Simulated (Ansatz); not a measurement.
Base system: Pd in the simple cubic structure (space group Pm-3m, No. 221; a = 2.567 Å; a hypothetical phase, not in the database extracts checked; relaxed with 0.1 eV smearing). Axes: x, y, z lie along the cube axes.

The values are results of PBEsol (Ansatz, a first-principles code; PAW; 420 eV plane waves; no spin-orbit coupling), not measurements.

Modification: uniaxial strain ε_zz = −2.49 %, all other strain components held at zero; the atoms relax in the strained cell.

### Question
Predict the stress tensor and what it implies for the stiffness.

### Answer
Stress of the strained cell less that of the base (GPa, compression positive):
```
    1.2     0.0     0.0
    0.0     1.2     0.0
    0.0     0.0    10.4
```

Then −Δσ_ii/ε with ε = -0.0249 gives secant stiffness values (nonlinear terms included at this strain): C33 ≈ 417 GPa, C13 ≈ 46 GPa and C23 ≈ 46 GPa.

As a check, the harmonic strain energy −½ V₀ Δσ:ε is 14 meV/atom; the computed energy rise is 13 meV/atom.

Whether these cells are dynamically stable was not tested. All final runs are without spin polarisation.
